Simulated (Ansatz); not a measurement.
Take GaN in the wurtzite structure (space group P6_3mc, No. 186; a = 3.218 Å, c = 5.243 Å) as the base.

All numbers come from plane-wave PAW DFT at the PBE level (Ansatz, a quantum-chemistry and plane-wave program, 420 eV), no spin-orbit coupling.

For the base:

```
Item       Result
--------  -------
Band gap  1.71 eV
```

It is then changed as follows: every lattice vector is stretched by 2.40 %; the atoms relax in the strained cell.

Task: Predict the new band gap.

Result: The band gap drops by 0.47 eV (1.71 eV → 1.24 eV).

No phonon test of stability was made.
